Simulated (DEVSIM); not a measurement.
Structure: abrupt GaAs n-p junction, at 300 K.

```tsv
layer (left to right)	material	thickness (μm)	Nd (cm⁻³)	Na (cm⁻³)	τn (s)	τp (s)
1	GaAs	43.0	1.9e15	-	2.9e-8	2.9e-8
2	GaAs	4.00	-	3.2e14	2.9e-8	2.9e-8
```

Left contact: ohmic. Right contact: ohmic. Voltage is applied to the left contact. Recombination: SRH at mid-gap, radiative. Mobility is constant in doping.

Constants are typed, rounded textbook-type inputs, not results; the design itself was drawn at random and stands for no fabricated device. Values at 300 K.

| parameter | GaAs |
|---|---|
| gap (eV) | 1.424 |
| affinity (eV) | 4.07 |
| permittivity | 12.9 |
| Nc (cm⁻³) | 4.7e17 |
| Nv (cm⁻³) | 9e18 |
| μn (cm²/Vs) | 8500 |
| μp (cm²/Vs) | 400 |
| B (cm³/s) | 2e-10 |

DEVSIM, 1D drift-diffusion, Boltzmann statistics, complete ionisation; no tunnelling, impact ionisation, image-force lowering or self-heating.

The minority lifetime in layer 1 was swept, all else fixed.

```csv
minority lifetime in layer 1 (s),dark forward voltage at 100 A/cm² (V)
8.7e-10,1.206
2.9e-9,1.203
8.7e-9,1.199
2.9e-8,[?]
8.7e-8,1.189
2.9e-7,1.184
8.7e-7,1.180
```

**Question.** What belongs in the gaps?

**Answer.** 
- 2.9e-8, dark forward voltage at 100 A/cm² (V): 1.195
